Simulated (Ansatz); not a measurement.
# Zn in the diamond structure (space group Fd-3m, No. 227; a hypothetical phase, not in the database extracts checked)

```xyz
2
Lattice="0.0000 2.8277 2.8277 2.8277 0.0000 2.8277 2.8277 2.8277 0.0000" Properties=species:S:1:pos:R:3 pbc="T T T"
Zn     1.4139     1.4139     1.4139
Zn     0.0000     0.0000     0.0000
```

Method: Ansatz (a first-principles code) PBEsol, no spin-orbit coupling. Γ-centred 14×14×14 mesh, Fermi–Dirac width 0.05 eV.

| Property | Result |
|---|---|
| Volume per atom | 22.61 Å³ |
| Density | 4.80 g/cm³ |
| Band gap | zero |
| Total energy | -3280.296 eV/atom (σ→0; compares only within this code and set-up) |

Stability against distortions was not tested.
